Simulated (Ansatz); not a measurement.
Polymorphs of KI, PBEsol with spin-orbit coupling, rigid bands (Ansatz, a quantum-chemistry and plane-wave program); geometry: cell and atoms relaxed with PBEsol.
- Pm-3m, primitive cell of 2: a = 4.228 Å, b = 4.228 Å, c = 4.228 Å, α = 90.00°, β = 90.00°, γ = 90.00°
- Fm-3m, primitive cell of 2: a = b = c = 4.9547 Å, α = β = γ = 60.00°

```json
[
 {"Space group": "Pm-3m", "volume per atom (Å³)": "37.8", "band gap": "3.24 eV", "electron conductivity mass": "0.29 mₑ", "hole conductivity mass": "…", "Seebeck coefficient, n-type 1e19 cm⁻³": "…"},
 {"Space group": "Fm-3m", "volume per atom (Å³)": "43.0", "band gap": "3.55 eV", "electron conductivity mass": "0.33 mₑ", "hole conductivity mass": "1.83 mₑ", "Seebeck coefficient, n-type 1e19 cm⁻³": "-164 μV/K"}
]
```

Problem. Complete the blanks.

Solution. 
- Pm-3m, hole conductivity mass: 0.94 mₑ
- Pm-3m, Seebeck coefficient, n-type 1e19 cm⁻³: -150 μV/K

Masses are for dilute carriers at 300 K, harmonic means over directions unless an axis is named. Seebeck coefficients are for the stated density at 300 K, with one relaxation time for all states and whether or not that doping can be reached.

Computed structure with no diffraction record at hand here (it may be known, metastable or hypothetical): KI (Pm-3m).
